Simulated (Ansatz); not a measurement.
HgS, response to strain

The reference is HgS in the zinc blende structure (space group F-43m, No. 216; a = 5.8119 Å).

Strains are applied to the cell and any free atomic positions relax.

Calculations: LDA (Ansatz, a quantum-chemistry and plane-wave program; PAW; 420 eV plane waves; no spin-orbit coupling).

```
isotropic strain (%)  pressure (GPa)
--------------------  --------------
-3                               7.7
-2                               4.7
-1.5                             3.4
0                                0.0
0.5                             -1.0
1                               -1.9
1.5                             -2.7
2.5                                ?
3                               -4.8
```

**Question.** Fit P = P₀ − Bδ + Cδ² with δ = (1 + ε)³ − 1 to the rows shown and predict the withheld row.

**Answer.** Least squares on the printed values gives P₀ = 0.0 GPa, B = 69.7 GPa, C = 200 GPa (largest residual 0.1 GPa); this predicts -4.2 GPa, and the run gives -4.2 GPa, in agreement.

The mesh was chosen for an insulator and is coarse for the gapless case. Whether these cells are dynamically stable was not tested. The final runs are not spin-polarised.
